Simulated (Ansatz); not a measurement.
TbPd₃ (Pm-3m, No. 221) was calculated with LDA (Ansatz, a quantum-chemistry and plane-wave program, PAW).

Numerical settings: plane-wave cutoff 520 eV, 14×14×14 k mesh, Fermi–Dirac smearing 0.05 eV, spin-polarised with parallel moments, scalar-relativistic PAW data made under PBE.

Computed at the level's own relaxed cell.

Task: Predict the equilibrium lattice constant a and bulk modulus.

Result: 
- equilibrium lattice constant a = 4.004 Å
- bulk modulus = 169 GPa

The run finds no gap.

Note: the magnetic order was assumed, not searched for or taken from measurement; the 4f shell is treated without U or exact exchange, so its levels and filling can be wrong; the bulk modulus is −V dP/dV from two relaxed cells at ±2 % in volume; the volume lies 5 % below that of the published cell.

Spin–orbit coupling is not included.

The computed numbers hold no vibrational or temperature effects.

Cost on a shared machine: very roughly 9 core-minutes.
